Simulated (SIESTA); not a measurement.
SIESTA run on P (P1, 4 atoms in the cell): relaxation of cell and atoms.

Method: GGA PBE, numerical atomic orbitals DZP, PseudoDojo PBE standard norm-conserving potentials (rewritten from UPF to PSML) (SIESTA 5.4.2).

```
P
1.0
    1.65500    -5.24000     0.00000
    1.65500     5.24000     0.00000
    0.00000     0.00000     4.38000
P
4
Direct
  0.09899   0.89867   0.91784
  0.39616   0.60133   0.41118
  0.59473   0.38986   0.58512
  0.91013   0.11014   0.08587
```

Reference input (self-consistent single point, DFT, GGA PBE, numerical atomic orbitals DZP, PseudoDojo PBE standard norm-conserving potentials (rewritten from UPF to PSML)): XC.functional = GGA; XC.authors = PBE; potentials = PseudoDojo PBE standard; PAO.BasisSize = DZP; PAO.EnergyShift = 0.01 Ry; MeshCutoff = 350 Ry; kgrid.MonkhorstPack = 5 5 4; OccupationFunction = FD; ElectronicTemperature = 20 meV; MaxSCFIterations = 150; SCF.Mixer.Method = Pulay; SCF.Mixer.Weight = 0.25. This run's input differs from it in these lines:

```diff
@@ -42,2 +42,7 @@
 Diag.ParallelOverK           true
+MD.TypeOfRun                 FIRE
+MD.Steps                     40
+MD.MaxForceTol               0.02 eV/Ang
+MD.VariableCell              true
+MD.MaxStressTol              0.05 GPa
 WriteForces                  true
```

Output, abridged:

```
        iscf     Eharris(eV)        E_KS(eV)     FreeEng(eV)     dDmax    Ef(eV) dHmax(eV)
   scf:    1     -750.753530     -752.590535     -752.590570  0.809012 -3.202399  0.562718
   scf:    2     -752.781159     -752.705867     -752.705908  0.018757 -3.200003  0.195315
   scf:    3     -752.728693     -752.720526     -752.720568  0.009492 -3.203768  0.056816
   scf:    4     -752.723360     -752.722183     -752.722230  0.003420 -3.205274  0.009311
   scf:    5     -752.722401     -752.722298     -752.722349  0.001399 -3.204625  0.002622
   scf:    6     -752.722306     -752.722302     -752.722355  0.000254 -3.204047  0.000774
   scf:    7     -752.722303     -752.722303     -752.722355  0.000047 -3.203830  0.000471
SCF Convergence by DM+H criterion
max |DM_out - DM_in|         :     0.0000465985
max |H_out - H_in|      (eV) :     0.0004714153
SCF cycle converged after 7 iterations

Using DM_out to compute the final energy and forces

siesta: E_KS(eV) =             -752.7223

siesta: E_KS - E_eggbox =      -752.7223

siesta: Atomic forces (eV/Ang):
     1   -0.198923   -0.434000    0.542352
   [... lines left out ...]
siesta: Pressure (static):         43.19076779  kBar
siesta: Pressure (total):         43.19076779  kBar
No target stress found, assuming hydrostatic MD.TargetPressure.
Target stress (kBar)
outcell: Cell volume (Ang**3)        :     78.0314
        iscf     Eharris(eV)        E_KS(eV)     FreeEng(eV)     dDmax    Ef(eV) dHmax(eV)
siesta: Pressure (static):         -0.78711153  kBar
siesta: Pressure (total):         -0.78711153  kBar
outcell: Cell volume (Ang**3)        :     78.0314
siesta: FreeEng =      -752.829918
   [... lines left out ...]
siesta:      3   -0.027027   -0.001970   -0.005222
siesta:      4    0.022951   -0.008376   -0.003456
siesta: ----------------------------------------
siesta:    Tot    0.000002   -0.000034   -0.000136

siesta: Stress tensor (static) (eV/Ang**3):
siesta:     0.000697   -0.000343    0.000157
siesta:    -0.000343   -0.002142   -0.000030
siesta:     0.000157   -0.000030    0.002919

siesta: Constrained stress tensor (static) (eV/Ang**3):
siesta:     0.000697   -0.000343    0.000157
siesta:    -0.000343   -0.002142   -0.000030
siesta:     0.000157   -0.000030    0.002919

siesta: Cell volume =         78.031423 Ang**3

siesta: Pressure (static):
siesta:                Solid            Molecule  Units
siesta:          -0.00000535         -0.00000939  Ry/Bohr**3
siesta:          -0.00049128         -0.00086247  eV/Ang**3
siesta:          -0.78711153         -1.38183468  kBar
```

The relaxation ended unconverged. 

The starting cell has typed, rounded lattice constants, without a prior relaxation at this level. Its atoms were displaced at random from the sites of space group no. 64. Values carry the incompleteness of an atom-centred basis.

Cost on one core of a shared machine: roughly 20 min.
